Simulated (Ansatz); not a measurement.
A computed series for SrO: pressure series

Base system: SrO in the rock salt structure (space group Fm-3m, No. 225; a = 5.1950 Å).

Cell and atoms are relaxed at each pressure.

Computed with Ansatz (a first-principles code), PBE, PAW, cutoff 420 eV, no spin-orbit coupling.

Candidates:
(a) pressure 7.5 GPa
(b) pressure 5 GPa
(c) pressure 3 GPa
(d) pressure 0.3 GPa
(e) pressure −2 GPa

For the base:

```
Item                  Result
-------------------  -------
Smallest direct gap  3.42 eV
```

Order them by smallest direct gap, lowest first.

(a) pressure 7.5 GPa (3.33 eV), (b) pressure 5 GPa (3.36 eV), (c) pressure 3 GPa (3.39 eV), (d) pressure 0.3 GPa (3.42 eV), (e) pressure −2 GPa (3.44 eV)

Load acts through the strain it causes; cell and atoms are relaxed under it. Whether these cells are dynamically stable was not tested. Competing high-pressure phases were not computed.
